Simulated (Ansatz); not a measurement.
# Response to strain in Ir

Base system: Ir in the fcc (Cu type) structure (space group Fm-3m, No. 225; a = 3.8311 Å; relaxed with 0.1 eV smearing). Axes: x, y, z lie along the cube axes.

Strains are applied to the cell and any free atomic positions relax; under biaxial strain the out-of-plane vector relaxes too.

Computed with PBEsol, PAW, 420 eV (Ansatz, a first-principles code; scalar-relativistic without spin-orbit coupling).

Notes on the quantities. energy relative to the base: free energy F.

```csv
variant,out-of-plane strain,energy relative to the base
base,–,0 meV/atom
"biaxial strain −3.00 %, plane normal [001], relaxed out of plane",+2.49 %,+60 meV/atom
"biaxial strain −2.00 %, plane normal [001], relaxed out of plane",+1.64 %,+26 meV/atom
"biaxial strain −1.50 %, plane normal [001], relaxed out of plane",+1.22 %,+14 meV/atom
"biaxial strain −1.00 %, plane normal [001], relaxed out of plane",+0.81 %,+6.3 meV/atom
"biaxial strain −0.50 %, plane normal [001], relaxed out of plane",?,?
"biaxial strain +1.00 %, plane normal [001], relaxed out of plane",-0.79 %,+5.9 meV/atom
"biaxial strain +1.50 %, plane normal [001], relaxed out of plane",-1.18 %,+13 meV/atom
"biaxial strain +2.00 %, plane normal [001], relaxed out of plane",-1.57 %,+23 meV/atom
"biaxial strain +3.00 %, plane normal [001], relaxed out of plane",-2.35 %,+50 meV/atom
```

Task: What belongs in the blanks?

Result: 
- biaxial strain −0.50 %, plane normal [001], relaxed out of plane, out-of-plane strain: +0.40 %
- biaxial strain −0.50 %, plane normal [001], relaxed out of plane, energy relative to the base: +1.5 meV/atom

Stability against distortions was not tested. All final runs are without spin polarisation.
